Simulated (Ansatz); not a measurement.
The reference is Au in the fcc (Cu type) structure (space group Fm-3m, No. 225; a = 4.048 Å; relaxed with 0.1 eV smearing). Axes: x, y, z lie along the cube axes.

Computed with plane-wave PAW DFT at the LDA level (Ansatz, an electronic-structure program, 420 eV), no SOC.

Modification: biaxial strain −2.50 %, plane normal [111], relaxed out of plane (Cartesian); in-plane vectors clamped, the third vector and the atoms free.

Task: What does the calculation give for the energy relative to the base and ratio −ε⊥/ε∥ after the change?

Result: The energy increases by 14 meV/atom; the ratio −ε⊥/ε∥ is 1.46.

No phonon test of stability was made.
